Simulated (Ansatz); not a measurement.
Start from GaN in the wurtzite structure (space group P6_3mc, No. 186; a = 3.183 Å, c = 5.184 Å). Axes: x lies along a and z along c of the hexagonal cell.

Calculations: r2SCAN (Ansatz, an electronic-structure program), no SOC.

Base values:

| Item | Value |
|---|---|
| Electron mass | 0.17 mₑ along c, 0.19 mₑ across (at Γ) |
| Band gap | 2.35 eV |
| Shortest interatomic distance | 1.946 Å |

It is then changed as follows: a pure shear with ε_xz = ε_zx = -0.0031; the atoms relax in the strained cell.

Task: Predict the new electron mass, stress, band gap, shortest interatomic distance and energy relative to the base.

Result: The electron mass goes from 0.17 mₑ along c, 0.19 mₑ across (at Γ) to 0.17 mₑ along z, 0.19 mₑ across (at Γ); the stress (xx, yy, zz, yz, xz, xy; compression positive) is (-0.01, 0.00, 0.00, 0.00, 0.61, 0.00) GPa; the band gap hardly moves (2.35 eV against 2.34 eV); the shortest interatomic distance hardly moves (1.946 Å against 1.944 Å); the energy hardly moves.

Effective masses come from finite differences of ±0.01 Å⁻¹. Whether these cells are dynamically stable was not tested.
